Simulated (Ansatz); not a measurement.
The reference is Mg$_{2}$Ge in the anti-fluorite structure (space group Fm-3m, No. 225; a = 6.4212 Å).

Method: Ansatz (a program for electronic structure), PBE, PAW, cutoff 420 eV, scalar-relativistic without spin-orbit coupling.

Strains are applied to the cell and any free atomic positions relax.

One change was made to it. Results:

| quantity | base | after |
|---|---|---|
| smallest direct gap | 0.95 eV | 0.87 eV |
| valley order (the lowest conduction-band minima on the path, energy above the VBM, named in the base's zone) | X along ⟨100⟩ 0.17 eV; L along ⟨111⟩ 0.94 eV; Γ 0.95 eV | X along ⟨100⟩ 0.18 eV; Γ 0.87 eV; L along ⟨111⟩ 0.88 eV |
| electron mass | 0.55 mₑ along k, 0.19 mₑ across (at X) | 0.55 mₑ along k, 0.19 mₑ across (at X) |

Problem. Name the change that was made.
(A) isotropic strain −2.50 %
(B) isotropic strain +0.50 %
(C) isotropic strain −1.00 %
(D) isotropic strain +3.00 %

Solution. B, isotropic strain +0.50 %. For comparison, the valley order in the other runs: isotropic strain −2.50 % gives X along ⟨100⟩ 0.10 eV; L along ⟨111⟩ 1.27 eV; Γ 1.38 eV; isotropic strain +3.00 % gives X along ⟨100⟩ 0.24 eV; Γ 0.47 eV; L along ⟨111⟩ 0.58 eV; isotropic strain −1.00 % gives X along ⟨100⟩ 0.14 eV; L along ⟨111⟩ 1.07 eV; Γ 1.12 eV.

Effective masses come from finite differences of ±0.01 Å⁻¹. Along k means along the line from Γ to the band edge. Whether these cells are dynamically stable was not tested. A zero or small gap of Mg2Ge can be the functional's error rather than a property of the material.
